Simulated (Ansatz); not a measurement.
Response to strain in InAs

Consider InAs in the zinc blende structure (space group F-43m, No. 216; a = 6.087 Å). Axes: x, y, z lie along the cube axes.

Strains are applied to the cell and any free atomic positions relax; under biaxial strain the out-of-plane vector relaxes too.

Computed with PBEsol (Ansatz, a quantum-chemistry and plane-wave program, PAW, no SOC).

Notes on the quantities. pressure: mean of the normal stresses, compression positive; energy relative to the base: free energy F.

| case | pressure | energy relative to the base | volume per atom |
|---|---|---|---|
| base | 0.0 GPa | 0 meV/atom | 28.20 Å³ |
| biaxial strain −3.00 %, plane normal [001], relaxed out of plane | 1.6 GPa | +12 meV/atom | 27.40 Å³ |
| biaxial strain −2.50 %, plane normal [001], relaxed out of plane | 1.3 GPa | +8.5 meV/atom | 27.54 Å³ |
| biaxial strain −2.00 %, plane normal [001], relaxed out of plane | 1.0 GPa | +5.4 meV/atom | 27.68 Å³ |
| biaxial strain −1.50 %, plane normal [001], relaxed out of plane | 0.8 GPa | +3.0 meV/atom | 27.81 Å³ |
| biaxial strain −1.00 %, plane normal [001], relaxed out of plane | 0.5 GPa | +1.3 meV/atom | 27.94 Å³ |
| biaxial strain −0.50 %, plane normal [001], relaxed out of plane | 0.2 GPa | +0.3 meV/atom | 28.07 Å³ |
| biaxial strain +0.50 %, plane normal [001], relaxed out of plane | -0.2 GPa | +0.3 meV/atom | 28.32 Å³ |

The mesh was chosen for an insulator and is coarse for the gapless case. Whether these cells are dynamically stable was not tested. The final runs are not spin-polarised.
